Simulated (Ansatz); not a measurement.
## Worked sum: reaction energy

This concerns the reaction energy. Reaction: 1/4 Si (diamond) + 1/6 WF6 (gas) → 1/6 W (bcc) + 1/4 SiF4 (gas). The sign is products less reactants.

Method: Ansatz (a program for electronic structure), PAW, neutral cells at 0 K with nuclei at rest, on structures from PBE. Ansatz runs with its default PAW set. Other levels take these structures. The lattices are those relaxed with PBE, so at other levels the solids can be strained, which adds to the spread. A dispersion term (D3(BJ), or D4 for r2SCAN) was computed beside these levels and is taken off wherever the name lacks it. Spin-orbit coupling is left out. No Hubbard U is applied.

Total energies of the cells in eV, at zero smearing width. They compare only within one column; the weights balance every element.

```json
[
 {"cell": "W (bcc)", "atoms": "1", "weight": "+4/3", "PBE": "-10384.82305", "RPBE": "-10397.55426"},
 {"cell": "Si (diamond)", "atoms": "2", "weight": "−1", "PBE": "-1271.61962", "RPBE": "-1277.80405"},
 {"cell": "SiF4 (gas)", "atoms": "5", "weight": "+2", "PBE": "-3873.84252", "RPBE": "-3885.50136"},
 {"cell": "WF6 (gas)", "atoms": "7", "weight": "−4/3", "PBE": "-15237.38466", "RPBE": "-15262.99947"}
]
```

PBE: 4/3 × (-10384.82305) − (-1271.61962) + 2 × (-3873.84252) − 4/3 × (-15237.38466) = -5.983 eV; dividing by 8 gives -0.75 eV.

RPBE: 4/3 × (-10397.55426) − (-1277.80405) + 2 × (-3885.50136) − 4/3 × (-15262.99947) = -5.938 eV; dividing by 8 gives -0.74 eV.

What follows from the PBE value: Per mole of the reaction as written, -0.748 eV × 96.485 = -72.2 kJ.
